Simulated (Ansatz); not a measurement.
The starting structures come from a database of crystals and need not be the phases stable at ambient conditions.

 Where the default PAW files enter, the runs use the earlier of Ansatz's two default sets.

Tunnelling through a barrier is set by its complex band structure: the current falls as exp(−2κd) with the smallest κ.

Consider the following.

```
CELL_PARAMETERS angstrom
      4.84693     0.00000     0.00000
      0.00000     4.98540     0.00000
      0.00000     0.00000     7.08994
ATOMIC_POSITIONS crystal
  Al 0.74785 0.96949 0.39040
  Al 0.25215 0.03051 0.60960
  Al 0.75215 0.46949 0.10960
  Al 0.24785 0.53051 0.89040
  Al 0.75215 0.03051 0.89040
  Al 0.24785 0.96949 0.10960
  Al 0.74785 0.53051 0.60960
  Al 0.25215 0.46949 0.39040
  O  0.89298 0.89802 0.65400
  O  0.10702 0.10198 0.34600
  O  0.60702 0.39802 0.84600
  O  0.39298 0.60198 0.15400
  O  0.60702 0.10198 0.15400
  O  0.39298 0.89802 0.84600
  O  0.89298 0.60198 0.34600
  O  0.10702 0.39802 0.65400
  O  0.95060 0.75000 0.00000
  O  0.04940 0.25000 0.00000
  O  0.54940 0.25000 0.50000
  O  0.45060 0.75000 0.50000
```

Space group of this cell: Pbcn. The cell is taken as given; by r2SCAN its mean pressure is -7.5 GPa.

Transport runs along the normal of the first two printed cell vectors.

No gap correction and no spin-orbit coupling; mid-gap values are interpolated between computed energies.

### Question
Estimate the band gap and the smallest decay constant κ at mid-gap that r2SCAN (Ansatz, a quantum-chemistry and plane-wave program) returns for this system.

### Answer
Gap 6.20 eV on a 6×6×4 mesh; κ = 0.377 1/Å, at the zone centre.
